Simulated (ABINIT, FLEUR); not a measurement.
A FLEUR input for a self-consistent single point of BaN2 (C2/c, 6 atoms in the cell) (DFT, PBEsol, all-electron FLAPW (FLEUR), scalar-relativistic valence):

Input of the input generator:

```
BaN2 FLAPW
&input film=f /
0.8496098585 -0.5274116877 0.0000000000
0.8496098585 0.5274116877 0.0000000000
-0.4515726263 0.0000000000 1.6724414250
8.0262027364
1.0 1.0 1.0

6
56 0.2040700000 0.7959300000 0.7500000000
56 0.7959300000 0.2040700000 0.2500000000
7 0.4439300000 0.1500100000 0.5452000000
7 0.5560700000 0.8499900000 0.4548000000
7 0.8499900000 0.5560700000 0.9548000000
7 0.1500100000 0.4439300000 0.0452000000

&comp jspins=1 /
&exco xctyp='PBEs' /
&kpt div1=6 div2=6 div3=4 gamma=t /
&end /
```

```xml
<?xml version="1.0" encoding="UTF-8" standalone="no"?>
<fleurInput fleurInputVersion="0.39">
   <comment>
      BaN2 FLAPW                                                                                          
   </comment>
   <calculationSetup>
      <cutoffs Kmax="4.8" Gmax="16.8" GmaxXC="16.8" numbands="0"/>
      <scfLoop itmax="100" minDistance="0.00001" maxIterBroyd="40" imix="Anderson" alpha="0.05" precondParam="0.0" spinf="2.0"/>
      <coreElectrons ctail="T" frcor="F" kcrel="0" coretail_lmax="0"/>
      <xcFunctional name="PBEs" relativisticCorrections="F"/>
      <magnetism jspins="1"/>
      <soc l_soc="F" theta="0.0" phi="0.0" spav="F"/>
      <expertModes spex="0" secvar="F"/>
      <geometryOptimization l_f="T" forcealpha="1.0" forcemix="BFGS" epsdisp="0.00001" epsforce="0.00001"/>
      <ldaU l_linMix="F" mixParam="0.05" spinf="1.0"/>
   </calculationSetup>
   <cell>
      <bzIntegration valenceElectrons="40.0" mode="hist" fermiSmearingEnergy="0.00367493">
         <kPointListSelection listName="default-1"/>
         <!-- k-points included here -->
         <xi:include xmlns:xi="http://www.w3.org/2001/XInclude" href="kpts.xml"> </xi:include>
      </bzIntegration>
      <!-- symmetry operations included here -->
      <xi:include xmlns:xi="http://www.w3.org/2001/XInclude" href="sym.xml"> </xi:include>
      <bulkLattice scale="1.0">
         <bravaisMatrix>
            <row-1>    6.8191409711651172    -4.2331131310270829     0.0000000000000000</row-1>
            <row-2>    6.8191409711651172     4.2331131310270829     0.0000000000000000</row-2>
            <row-3>   -3.6244134488923945     0.0000000000000000    13.4233539418037147</row-3>
         </bravaisMatrix>
      </bulkLattice>
   </cell>
   <atomSpecies>
      <species name="Barium (Ba)" element="Ba" atomicNumber="56">
         <mtSphere radius="2.63" gridPoints="925" logIncrement="0.014"/>
         <atomicCutoffs lmax="10" lnonsphr="8"/>
         <electronConfig flipSpins="F">
            <coreConfig>(1s1/2) (2s1/2) (2p1/2) (2p3/2) (3s1/2) (3p1/2) (3p3/2) (4s1/2) (3d3/2) (3d5/2) (4p1/2) (4p3/2) (4d3/2) (4d5/2)</coreConfig>
            <valenceConfig>(5s1/2) (5p1/2) (5p3/2) (6s1/2)</valenceConfig>
         </electronConfig>
         <energyParameters s="6" p="6" d="5" f="4"/>
         <lo type="SCLO" l="0" n="5" eDeriv="0"/>
         <lo type="SCLO" l="1" n="5" eDeriv="0"/>
      </species>
      <species name="Nitrogen (N)" element="N" atomicNumber="7">
         <mtSphere radius="1.07" gridPoints="377" logIncrement="0.027"/>
         <atomicCutoffs lmax="6" lnonsphr="4"/>
         <electronConfig flipSpins="F">
            <coreConfig>(1s1/2)</coreConfig>
            <valenceConfig>(2s1/2) (2p1/2) (2p3/2)</valenceConfig>
            <stateOccupation state="(2p1/2)" spinUp="0.5" spinDown="0.5"/>
            <stateOccupation state="(2p3/2)" spinUp="1.0" spinDown="1.0"/>
         </electronConfig>
         <energyParameters s="2" p="2" d="3" f="4"/>
      </species>
   </atomSpecies>
   <atomGroups>
      <atomGroup species="Barium (Ba)">
         <relPos label="                   1">.2040700000 -.2040700000 -1.000/4.000</relPos>
         <relPos label="                   2">-.2040700000 .2040700000 1.000/4.000</relPos>
         <force calculate="T" relaxXYZ="TTT"/>
      </atomGroup>
      <atomGroup species="Nitrogen (N)">
         <relPos label="                   3">.4439300000 .1500100000 -.4548000000</relPos>
         <relPos label="                   4">-.4439300000 -.1500100000 .4548000000</relPos>
         <relPos label="                   5">-.1500100000 -.4439300000 -.0452000000</relPos>
         <relPos label="                   6">.1500100000 .4439300000 .0452000000</relPos>
         <force calculate="T" relaxXYZ="TTT"/>
      </atomGroup>
   </atomGroups>
   <output dos="F" band="F" slice="F">
      <checks vchk="F" cdinf="F"/>
      <bandDOS minEnergy="-.5*Htr" maxEnergy="0.5*Htr" sigma="0.015" storeEVData="T"/>
      <vacuumDOS vacdos="F" integ="F" star="F" nstars="0" locx1="0.0" locy1="0.0" locx2="0.0" locy2="0.0" nstm="0" tworkf="0.0"/>
      <unfoldingBand unfoldBand="F" supercellX="1" supercellY="1" supercellZ="1"/>
      <plotting iplot="0" polar="F">
         <plot TwoD="T" vec1="  1.0  0.0  0.0" vec2="  0.0  1.0  0.0" vec3="  0.0  0.0  1.0" zero="  0.0  0.0  0.0" file="plot"/>
      </plotting>
      <chargeDensitySlicing numkpt="0" minEigenval="0.0" maxEigenval="0.0" nnne="0" pallst="F"/>
      <specialOutput eonly="F"/>
      <magneticCircularDichroism mcd="F" energyLo="-10.0" energyUp="0.0"/>
   </output>
  <!-- We include the file relax.xml here to enable relaxations (see documentation) -->
  <xi:include xmlns:xi="http://www.w3.org/2001/XInclude" href="relax.xml"> <xi:fallback/> </xi:include>
</fleurInput>
```

Question: Give the ABINIT input for the same structure, mesh, smearing and functional.

Answer: One input that does it (others would too):

```
# BaN2, PseudoDojo nc-sr-04 PBEsol standard
pp_dirpath "./"
pseudos "Ba.upf, N.upf"
acell 4.2472835782 4.2472835782 7.3577101576 Angstrom
rprim
         0.8496098585   -0.5274116877    0.0000000000
         0.8496098585    0.5274116877    0.0000000000
        -0.2606730843    0.0000000000    0.9654271299
natom 6
ntypat 2
znucl 56 7
typat 1 1 2 2 2 2
xred
         0.2040700000    0.7959300000    0.7500000000
         0.7959300000    0.2040700000    0.2500000000
         0.4439300000    0.1500100000    0.5452000000
         0.5560700000    0.8499900000    0.4548000000
         0.8499900000    0.5560700000    0.9548000000
         0.1500100000    0.4439300000    0.0452000000
ecut 42
occopt 3
tsmear 0.1 eV
nband 27
kptopt 1
ngkpt 6 6 4
nshiftk 1
shiftk 0 0 0
nstep 80
tolvrs 1.0e-10
prtwf 0
prtden 0
enunit 1
```

Basis, cutoffs, solver keys and any potentials are the target program's own. This input uses DFT, PBEsol, plane waves, norm-conserving pseudopotentials (PseudoDojo nc-sr-04 PBEsol standard).

The starting cell comes from a database of computed structures (which also holds hypothetical and non-ambient phases and stackings), without a prior relaxation at this level. Its lattice was rescaled by a random factor within 2.5 % of one.
